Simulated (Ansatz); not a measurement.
```yaml
crystal:
  lattice:
    - [3.62107, 0.00000, 0.00000]
    - [-1.81053, 3.13594, 0.00000]
    - [0.00000, 0.00000, 11.99599]
  atoms:
    - { symbol: Sn, position: [0.33333, 0.66667, 0.25000] }
    - { symbol: Sn, position: [0.66667, 0.33333, 0.75000] }
    - { symbol: S, position: [0.33333, 0.66667, 0.61569] }
    - { symbol: S, position: [0.66667, 0.33333, 0.11569] }
    - { symbol: S, position: [0.66667, 0.33333, 0.38431] }
    - { symbol: S, position: [0.33333, 0.66667, 0.88431] }
```

No spin polarisation.

Calculations: DFT with PBE-D3(BJ), PAW potentials and a 420 eV plane-wave cutoff in Ansatz (an electronic-structure program), without spin-orbit coupling, earlier PAW set. Settings: 15×15×4 k-points, 0.05 eV Fermi–Dirac smearing.

Problem. Predict the pressure and band gap.

Solution. The pressure (mean of the normal stresses, compression positive) is -1.3 GPa. The band gap is zero.

The cells carry an imposed strain or load. Whether these cells are dynamically stable was not tested. The final runs are not spin-polarised. The cell was made from SnS2 in the 2H-MoS2 type structure (space group P6_3/mmc, No. 194; a hypothetical phase, not in the database extracts checked; layered, stacked along the Cartesian z axis) by this change: isotropic strain +0.90 %. A zero or small gap of SnS2 can be the functional's error rather than a property of the material.
